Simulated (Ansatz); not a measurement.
Base system: HgS (space group P3_221, No. 154; a = 4.1387 Å, c = 9.4079 Å; made of chains).

Levels (all Ansatz, a program for electronic structure, PAW): PBEsol (420 eV, scalar-relativistic without spin-orbit coupling); HSE06 (420 eV, without spin-orbit coupling).

The geometry is relaxed with PBEsol.

```
Property          Result
---------------  -------
PBEsol band gap  1.23 eV
```

Problem. How does going to HSE06 change the band gap?

Solution. The band gap goes up by 0.87 eV to 2.10 eV.

Single points use the geometry relaxed with PBEsol. HSE06 gaps are upper bounds (no full band path). Spin-orbit coupling, missing from the scalar runs, can matter with Hg. Stability against distortions was not tested. No dispersion term is included in the PBEsol runs.
